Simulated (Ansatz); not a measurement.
The reference is a 12-atom supercell of Ca in the fcc (Cu type) structure (space group Fm-3m, No. 225; a = 5.527 Å) at its relaxed geometry.

Level of theory: PBE, PAW, 420 eV (Ansatz, a first-principles code; no SOC).

One neutral defect a cell, atoms relaxed at fixed cell.

One change was made to it. Results:

The pressure goes from zero to 1.2 GPa; the largest displacement of a host atom from its site in the perfect cell amounts to 0.18 Å.

### Question
Which of these changes matches the shifts?
A. Sc on a Ca site
B. Li interstitial (started 2.76 Å from the nearest host atom)
C. K on a Ca site

### Answer
B, Li interstitial (started 2.76 Å from the nearest host atom). For comparison, the pressure in the other runs: K on a Ca site gives 0.6 GPa; Sc on a Ca site gives -0.8 GPa.

The cell is small, so the values are those of an ordered compound at a high defect concentration; dilute-limit values will differ. All final runs are without spin polarisation.
